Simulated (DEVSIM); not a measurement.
Structure: Schottky contact on p-type Si, at 300 K.

| layer (left to right) | material | thickness (μm) | Na (cm⁻³) | τn (s) | τp (s) |
|---|---|---|---|---|---|
| 1 | Si | 0.420 | 3.4e15 | 1.2e-7 | 1.2e-7 |
| 2 | Si | 2.90 | 2.6e18 | 1.2e-7 | 1.2e-7 |

Left contact: Schottky, work function 4.454 eV, emission velocity 8.7e6 cm/s. Right contact: ohmic. Voltage is applied to the left contact. Recombination: SRH at mid-gap, radiative, Auger. Mobility is μmin + (μ − μmin)/(1 + (N/Nref)^α).

This is a model device: material constants are rounded textbook-type values typed into the input, and sizes, dopings and lifetimes were drawn at random. Values at 300 K; Nc and Nv go as T^1.5, mobilities as T to minus their exponent, the gap by Varshni's rule with the affinity fixed.

```
parameter               Si
----------------  --------
gap (eV)             1.124
affinity (eV)         4.05
permittivity          11.7
Nc (cm⁻³)          2.86e19
Nv (cm⁻³)           3.1e19
μn (cm²/Vs)           1417
μp (cm²/Vs)            470
μn,min                  52
μp,min                  45
Nref,n              9.7e16
Nref,p              2.2e17
αn                    0.68
αp                    0.72
T exponent of μn       2.3
T exponent of μp       2.2
B (cm³/s)          4.7e-15
Cn (cm⁶/s)         2.8e-31
Cp (cm⁶/s)         9.9e-32
Varshni α (eV/K)  0.000473
Varshni β (K)          636
```

Simulated with DEVSIM: 1D drift-diffusion, Boltzmann statistics, complete ionisation; no tunnelling, impact ionisation, image-force lowering or self-heating. Metal contacts follow the ideal Schottky-Mott rule: no Fermi-level pinning, no interface dipoles.

Base results: dark forward voltage at 1 A/cm² (V) 0.290; potential step across the device at zero bias (V) 0.656; dark forward voltage at 100 A/cm² (V) 0.435.

Task: What follows from this one change: metal work function 4.454 → 4.604 eV?

Result: dark forward voltage at 1 A/cm² 0.290 → 0.140 V; potential step across the device at zero bias 0.656 → 0.506 V; dark forward voltage at 100 A/cm² 0.435 → 0.285 V.

Task: What follows from this one change: temperature 300 → 400 K?

Result: dark forward voltage at 1 A/cm² 0.290 → 0.117 V; potential step across the device at zero bias 0.656 → 0.592 V; dark forward voltage at 100 A/cm² 0.435 → 0.315 V.

Task: What follows from this one change: doping Na of layer 2 2.6e+18 → 2.6e+17 cm^-3?

Result: dark forward voltage at 1 A/cm² little changed (0.290 V); potential step across the device at zero bias 0.656 → 0.596 V; dark forward voltage at 100 A/cm² little changed (0.438 V).

Task: What follows from this one change: thickness of layer 1 0.42 → 0.71 μm?

Result: dark forward voltage at 1 A/cm² little changed (0.291 V); potential step across the device at zero bias little changed (0.656 V); dark forward voltage at 100 A/cm² 0.435 → 0.447 V.
